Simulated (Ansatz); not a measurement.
The reference is SnSe₂ in the 2H-MoS2 type structure (space group P6_3/mmc, No. 194; a hypothetical phase, not in the database extracts checked; layered, stacked along the Cartesian z axis).

```
CELL_PARAMETERS angstrom
      3.76941     0.00000     0.00000
     -1.88470     3.26440     0.00000
      0.00000     0.00000    11.29064
ATOMIC_POSITIONS crystal
  Sn 0.33333 0.66667 0.25000
  Sn 0.66667 0.33333 0.75000
  Se 0.33333 0.66667 0.59689
  Se 0.66667 0.33333 0.09689
  Se 0.66667 0.33333 0.40311
  Se 0.33333 0.66667 0.90311
```

All numbers come from Kohn–Sham DFT with the PBEsol-D3(BJ) functional, run in Ansatz (a quantum-chemistry and plane-wave program) with PAW and 420 eV plane waves, without spin-orbit coupling, earlier PAW set.

Base values:

| Quantity | Result |
|---|---|
| Shortest interatomic distance | 2.779 Å |
| In-plane lattice parameter a | 3.769 Å |
| Band gap | zero |

Perturbation: a free-standing slab of 2 layers (6 atoms, 3 a layer) is cut normal to the stacking axis, with 15 Å of vacuum and the in-plane cell relaxed.

Q: What does the calculation give for the excess energy per area of both faces, thickness between the outermost nuclei, shortest interatomic distance, in-plane lattice parameter a and band gap after the change?

A: The excess energy per area of both faces (slab less bulk energy over the cell's area: twice a surface energy) amounts to 0.9 J/m² (uncertain by up to 0.08 J/m²); the thickness between the outermost nuclei is 9.00 Å; the shortest interatomic distance decreases by 0.0546 Å, from 2.779 Å to 2.725 Å; the in-plane lattice parameter a drops by 0.0346 Å to 3.735 Å; the band gap is still zero.

Slab and bulk use different k-meshes, which limits the precision of the excess energy. Whether these cells are dynamically stable was not tested. All final runs are without spin polarisation.
